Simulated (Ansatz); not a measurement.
# TiO2: transverse stress against strain

TiO2 (anatase, I4_1/amd, 11.312 Å³/atom at rest, c along z) under a strain ε along c (axis z), the other axes held. PBEsol in Ansatz, a plane-wave DFT program (PAW, default set), 420 eV, 12×12×12 Γ-centred mesh, Fermi-Dirac smearing 0.05 eV; ions are relaxed within the symmetry of each cell. Stress is positive for a compressed cell.

Here s stands for strain and y for stress xx.

```csv
strain (%),stress xx (GPa)
-1.20,1.82
-0.60,0.90
0.00,0.00
0.60,-0.89
1.20,-1.77
3.00,?
```

Q: Fit y against s with a straight line, and predict the withheld value at s = 3.00.

A: Means: s 0, y 0.012. About the means, the sum of products is -5.3820 and the sum of squares of s is 3.6000; the slope is their ratio. Least squares gives y = 0.012 - 1.4950·s. Residuals (row less fit): 0.014, -0.009, -0.012, -0.005, 0.012; standard error 0.014 (degrees of freedom: 3). The slope gives the elastic constant C13 = 150 ± 0.7 GPa. At the withheld row, y = 0.012 - 1.4950 × 3.0 = -4.473 GPa. The calculation gives -4.30 GPa, 0.173 GPa above the prediction (2.8 % of the range of y in the table). The row lies outside the fitted rows, so this is an extrapolation. From the scatter of the fitted rows alone, a prediction at this place has a standard error of 0.027 GPa, so the miss is 6.4 times that.

One order more, fitted to all 11 runs of the series, follows each within 0.01, so the miss is the next term of a smooth law. The primitive cell can neither tilt nor turn polar against its symmetry, as such crystals can under strain. TiO2 is here one of several forms; rutile is the usual stable one. Rows are the converged runs of the series near zero and its far end; series whose fitted rows scatter by over a few per cent of the range, as at a crossing or softening among them, aren't shown in this form. Most that stay on the fit to the last digits aren't either.
